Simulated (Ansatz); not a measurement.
**A computed series for AlN: response to strain**

The parent structure is AlN in the wurtzite structure (space group P6_3mc, No. 186; a = 3.089 Å, c = 4.943 Å). Axes: x lies along a and z along c of the hexagonal cell.

Strains are applied to the cell and any free atomic positions relax; under biaxial strain the out-of-plane vector relaxes too.

The values are results of Kohn–Sham DFT with the LDA functional, run in Ansatz (a quantum-chemistry and plane-wave program) with PAW and 420 eV plane waves, no spin-orbit coupling, not measurements.

```json
[
 {"biaxial strain, plane normal [001], relaxed out of plane (%)": "0", "out-of-plane strain (%)": "0.00"},
 {"biaxial strain, plane normal [001], relaxed out of plane (%)": "0.6", "out-of-plane strain (%)": "-0.37"},
 {"biaxial strain, plane normal [001], relaxed out of plane (%)": "1.2", "out-of-plane strain (%)": "?"},
 {"biaxial strain, plane normal [001], relaxed out of plane (%)": "1.8", "out-of-plane strain (%)": "-1.16"},
 {"biaxial strain, plane normal [001], relaxed out of plane (%)": "3", "out-of-plane strain (%)": "-2.02"}
]
```

Q: Fit ε⊥ = −νε + γε² (strains in %) to the rows shown and predict the withheld row.

A: Least squares on the printed values gives ν = 0.60 (the biaxial Poisson response) and γ = -0.024 (largest residual 0.00 %); this predicts -0.76 %, and the run gives -0.76 %, in agreement.

No phonon test of stability was made.
